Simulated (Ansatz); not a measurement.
Take SnTe in the rock salt structure (space group Fm-3m, No. 225) as the base.

```
CELL_PARAMETERS angstrom
      0.00000     3.11741     3.11741
      3.11741     0.00000     3.11741
      3.11741     3.11741     0.00000
ATOMIC_POSITIONS crystal
  Sn 0.00000 0.00000 0.00000
  Te 0.50000 0.50000 0.50000
```

Cartesian axes are those of the cell as printed.

Calculations: LDA (Ansatz, a quantum-chemistry and plane-wave program, PAW, scalar-relativistic without spin-orbit coupling).

For the base:

```
Item                Value
---------------  --------
Volume per atom  30.30 Å³
Pressure          0.0 GPa
```

It is then changed as follows: biaxial strain −2.50 %, plane normal [111], relaxed out of plane (Cartesian); in-plane vectors clamped, the third vector and the atoms free.

### Question
What does the calculation give for the energy relative to the base after the change?

### Answer
The energy rises by 8.6 meV/atom.

### Question
How does this affect the volume per atom?

### Answer
The volume per atom decreases by 0.70 Å³, from 30.30 Å³ to 29.60 Å³.

### Question
What happens to the pressure?

### Answer
The pressure (mean of the normal stresses, compression positive) goes from zero to 1.2 GPa.

A case with no gap was solved on a k-mesh chosen for an insulator, which is coarse for it. No phonon test of stability was made. All final runs are without spin polarisation.
